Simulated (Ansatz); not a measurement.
Consider La (space group P6_3/mmc, No. 194; a = 3.769 Å, c = 12.114 Å; relaxed with 0.1 eV smearing).

Computed with PBE, PAW, 420 eV (Ansatz, an electronic-structure program; without spin-orbit coupling).

For the base:

The pressure is 0.0 GPa and the band gap is zero.

Modification: every lattice vector is stretched by 1.24 %; the atoms relax in the strained cell.

**Question.** Estimate the effect on the pressure, energy relative to the base and band gap.

**Answer.** The pressure (mean of the normal stresses, compression positive) goes from zero to -0.9 GPa; the energy rises by 4.0 meV/atom; the band gap stays zero.

Stability against distortions was not tested.
